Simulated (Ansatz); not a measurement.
Ansatz (a program for electronic structure) run on Na₂CdSn (P6_3/mmc, 8 atoms in the cell): zone-centre phonon calculation.

Method: LDA (PW92), default PAW files made with PBE (plane waves; Ansatz).

```xyz
8
Lattice="4.9704 0.0000 0.0000 -2.4852 4.3045 0.0000 0.0000 0.0000 10.0124" Properties=species:S:1:pos:R:3 pbc="T T T"
Na     2.4852     1.4348     5.8347
Na     0.0000     2.8696     4.1777
Na     0.0000     2.8696     0.8285
Na     2.4852     1.4348     9.1838
Cd     0.0000     0.0000     7.5093
Cd     0.0000     0.0000     2.5031
Sn     0.0000     2.8696     7.5093
Sn     2.4852     1.4348     2.5031
```

Reference input (self-consistent single point, DFT, LDA (PW92), plane waves, default PAW files made with PBE): basis.ecutwfc = 420 eV; kpoints.mp_grid.grid = 7 7 3; hamiltonian.xc = lda; hamiltonian.pseudopotentials = {kind: paw} (the program's default PAW files); scf.occupations.method = fermi_dirac; scf.occupations.width = 0.1 eV. This run's input differs from it in these lines:

Ansatz 0.2 input:
```diff
@@ -15,3 +15,3 @@
 basis:
-  ecutwfc: 420.0 eV
+  ecutwfc: 295.0 eV
 kpoints:
@@ -23,6 +23,4 @@
   occupations: { method: fermi_dirac, width: 0.1 eV }
-output:
-  forces: true
-  eigenvalues: true
-  stress: true
+phonons:
+  method: dfpt
```

The program printed (abridged):

```
SCF iter   1: F=—  HF=-33862.438435 eV  |F-HF|=—  |Δ(HF+E_count)|=         —  Δρ=1.13e-2  dr2=1.64e-1  ethr=1.77e-3  ⟨swp⟩=7.7  Hψ=10808  notcnv=0  defer=18
all-band conjugate gradients solve this SCF's bands
preconditioner: auto → LDOS
SCF iter   2: F=—  HF=-33862.419944 eV  |F-HF|=—  |Δ(HF+E_count)|=   1.85e-2  Δρ=9.74e-3  dr2=1.33e-1  ethr=1.57e-4  ⟨swp⟩=2.0  Hψ=5914  notcnv=0  defer=70
   [... lines left out ...]
SCF iter   6: F=—  HF=-33862.355681 eV  |F-HF|=—  |Δ(HF+E_count)|=   3.39e-6  Δρ=8.03e-6  dr2=9.79e-8  ethr=2.68e-9  ⟨swp⟩=2.9  Hψ=4593  notcnv=0  defer=69
SCF iter   7: F=—  HF=-33862.355681 eV  |F-HF|=—  |Δ(HF+E_count)|=   4.30e-8  Δρ=2.17e-6  dr2=1.08e-8  ethr=9.41e-11  ⟨swp⟩=2.0  Hψ=4404  notcnv=0  defer=69
SCF iter   8: F=—  HF=-33862.355681 eV  |F-HF|=—  |Δ(HF+E_count)|=   2.26e-9  Δρ=2.60e-7  dr2=1.50e-10  ethr=1.03e-11  ⟨swp⟩=2.0  Hψ=4468  notcnv=0  defer=69
SCF iter   9: F=-33862.355681 eV  HF=-33862.355681 eV  |F-HF|=0.00e0  |Δ(HF+E_count)|=  8.00e-11  Δρ=4.86e-8  dr2=8.45e-12  ethr=1.00e-12  ⟨swp⟩=11.4  Hψ=12793  notcnv=0
SCF 1 converged in 9 iterations: F = -33862.355681 eV  dr2 = 8.45e-12
DFPT response loops at Γ: preconditioner auto → Kerker (q_TF=auto, 2.419 Å⁻¹) (partly filled bands, converged f_vac=0.058) …
Free energy (F): -33862.355681 eV
Internal energy: -33862.317286 eV  (E = F + TS)
E sigma→0 (E₀):  -33862.336484 eV
Entropy (-TS):   -0.038395 eV (-4.799 meV/atom)
Fermi energy:    6.816007 eV
--- Phonons (Γ-DFPT): 6 representative perturbations + reference, on 44 of 147 k-points (Σ response iterations 23) ---
   [... lines left out ...]
  ASR residual per site (eV/Å²): 3.04e-5 3.04e-5 3.04e-5 3.04e-5 1.21e-5 1.21e-5 2.90e-5 2.90e-5
  Γ frequencies (cm⁻¹): 0.00 0.00 0.00 31.24 36.45 36.45 49.92 72.25 96.60 96.60 109.94 109.94 119.90 131.63 133.67 133.67 134.53 134.53 137.38 137.38 142.52 142.52 154.38 165.41
  non-analytic LO–TO correction: not included (Born effective charges unavailable; polar crystals: no LO–TO splitting at Γ)
```

The run converged in 9 iterations. 

Summary of the result:
| Property | Value |
|---|---|
| Free energy E − TS (on the zero of these files) | -33862.3557 eV |
| Fermi level (on the code's own zero) | 6.82 eV |
| Zone-centre frequencies (cm⁻¹; negative means imaginary) | 0, 0, 0, 31, 36, 36, 50, 72, 97, 97, 110, 110, 120, 132, 134, 134, 135, 135, 137, 137, 143, 143, 154, 165 |

The starting cell comes from a database of computed structures (which also holds hypothetical and non-ambient phases and stackings), without a prior relaxation at this level. Its lattice was rescaled by up to half a per cent. The cutoff lies below the one recommended for these files.

Cost on one core of a shared machine: roughly 6 min.
